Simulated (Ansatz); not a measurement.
Consider a periodic stack without vacuum, fluorite-type NiSi2 (0 0 1) on Si0.75Ge0.25, ordered (0 0 1), B on 1 of 2 substrate sites at each interface (film strained to the substrate, faces as cut): substrate slab Ge4Si16B2, film Ni8Si16, surface cells [[0, -1], [1, 0]] and [[0, -1], [2, 1]], film strained by +1.6 and +1.6 %, faces GeSi/GeSi and Si/Ni as cut (like faces can put a slab off its formula). Its start:

```yaml
crystal:
  lattice:
    - [5.53257, 0.00000, -0.00651]
    - [0.00000, 5.53278, 0.00337]
    - [1.81414, -2.28597, 24.93555]
  atoms:
    - { symbol: Ge, position: [0.92793, 0.07825, 0.11467] }
    - { symbol: Si, position: [0.43024, 0.58099, 0.11555] }
    - { symbol: B, position: [0.45554, 0.04677, 0.01286] }
    - { symbol: Si, position: [0.95144, 0.55181, 0.02157] }
    - { symbol: Si, position: [0.22618, 0.29271, 0.05889] }
    - { symbol: Si, position: [0.64964, 0.83687, 0.05885] }
    - { symbol: Ge, position: [0.85874, 0.16852, 0.33775] }
    - { symbol: Si, position: [0.35980, 0.66707, 0.33639] }
    - { symbol: Si, position: [0.66813, 0.36361, 0.17010] }
    - { symbol: Si, position: [0.15895, 0.84270, 0.17032] }
    - { symbol: Ge, position: [0.39712, 0.12342, 0.22442] }
    - { symbol: Si, position: [0.89666, 0.62419, 0.22649] }
    - { symbol: Si, position: [0.12801, 0.39946, 0.28122] }
    - { symbol: Si, position: [0.62779, 0.89135, 0.28120] }
    - { symbol: B, position: [0.76270, 0.28699, 0.54421] }
    - { symbol: Si, position: [0.30402, 0.72463, 0.55229] }
    - { symbol: Si, position: [0.58478, 0.45066, 0.39345] }
    - { symbol: Si, position: [0.09360, 0.93035, 0.39262] }
    - { symbol: Ge, position: [0.32033, 0.20767, 0.44902] }
    - { symbol: Si, position: [0.82147, 0.71827, 0.44814] }
    - { symbol: Si, position: [0.02381, 0.47112, 0.50344] }
    - { symbol: Si, position: [0.58331, 0.00713, 0.50726] }
    - { symbol: Ni, position: [0.78905, 0.19066, 0.77204] }
    - { symbol: Ni, position: [0.27501, 0.72321, 0.77000] }
    - { symbol: Ni, position: [0.32259, 0.20050, 0.66355] }
    - { symbol: Ni, position: [0.81168, 0.64541, 0.66995] }
    - { symbol: Ni, position: [0.70882, 0.27467, 0.97757] }
    - { symbol: Ni, position: [0.21961, 0.79147, 0.97750] }
    - { symbol: Ni, position: [0.24970, 0.25713, 0.87193] }
    - { symbol: Ni, position: [0.73644, 0.74155, 0.87214] }
    - { symbol: Si, position: [0.04245, 0.43431, 0.72120] }
    - { symbol: Si, position: [0.53747, 0.95016, 0.71927] }
    - { symbol: Si, position: [0.54309, 0.43790, 0.72149] }
    - { symbol: Si, position: [0.05117, 0.93982, 0.71778] }
    - { symbol: Si, position: [0.52816, 0.45308, 0.60507] }
    - { symbol: Si, position: [0.04486, 0.92621, 0.62071] }
    - { symbol: Si, position: [0.97441, 0.33960, 0.60700] }
    - { symbol: Si, position: [0.60478, 0.91227, 0.62117] }
    - { symbol: Si, position: [0.97512, 0.51881, 0.92624] }
    - { symbol: Si, position: [0.47456, 0.01601, 0.92880] }
    - { symbol: Si, position: [0.48017, 0.51333, 0.92911] }
    - { symbol: Si, position: [0.98494, 0.01751, 0.92751] }
    - { symbol: Si, position: [0.50971, 0.47811, 0.82143] }
    - { symbol: Si, position: [0.01099, 0.97592, 0.82680] }
    - { symbol: Si, position: [0.01292, 0.48192, 0.82078] }
    - { symbol: Si, position: [0.51127, 0.97944, 0.82274] }
```

The start was prepared with a machine-learned potential, and the result is one local minimum, with the in-plane cell held and forces under 0.04 eV/Å; the film can end far from its bulk form.

These are PBE (plane waves to 420 eV, PAW; Ansatz, a first-principles code) values and carry that method's errors. Scalar-relativistic, without spin–orbit coupling; the runs are not spin-polarised; PBE gaps are too small against experiment. Its k-point mesh 5×5×1, Fermi–Dirac width 0.05 eV.

Question: Predict the relaxed interface.

Answer: 
- interface area: 30.6 Å²
- period: 25.14 Å
- gaps between the outermost planes at the two interfaces: 1.38 and 0.93 Å
- Si–Si contacts across the interfaces within 1.22 times the sum of covalent radii: 4, mean 2.48 Å
- B–Si contacts across the interfaces within 1.22 times the sum of covalent radii: 3, mean 2.14 Å
- B–Ni contacts across the interfaces within 1.22 times the sum of covalent radii: 2, mean 2.13 Å
- Ni–Si contacts across the interfaces within 1.22 times the sum of covalent radii: 2, mean 2.32 Å
